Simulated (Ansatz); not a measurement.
Base system: RuBr3 (space group P6_3/mcm, No. 193; a = 6.530 Å, c = 5.800 Å; made of chains). Axes: x lies along a and z along c of the hexagonal cell.

Level of theory: DFT with PBEsol, PAW potentials and a 420 eV plane-wave cutoff in Ansatz (a program for electronic structure), no spin-orbit coupling.

For the base:

| Property | Result |
|---|---|
| Pressure | 0.0 GPa |
| Volume per atom | 26.77 Å³ |

Perturbation: biaxial strain +3.49 %, plane normal [001], relaxed out of plane (Cartesian); in-plane vectors clamped, the third vector and the atoms free.

Question: What happens to the pressure?

Answer: The pressure (mean of the normal stresses, compression positive) goes from zero to -0.2 GPa.

Question: Estimate the effect on the energy relative to the base.

Answer: The energy grows by 2.3 meV/atom.

Question: What happens to the volume per atom?

Answer: The volume per atom increases by 1.84 Å³ (26.77 Å³ → 28.61 Å³).

Without a gap, meshes like the base's 8×8×8 leave anisotropic stresses uncertain by several tenths of a GPa, and small strain energies with them. Stability against distortions was not tested. No Hubbard U is applied, and correlation can decide whether such a compound is a metal. The final runs are not spin-polarised. No dispersion term is included in the PBEsol runs.
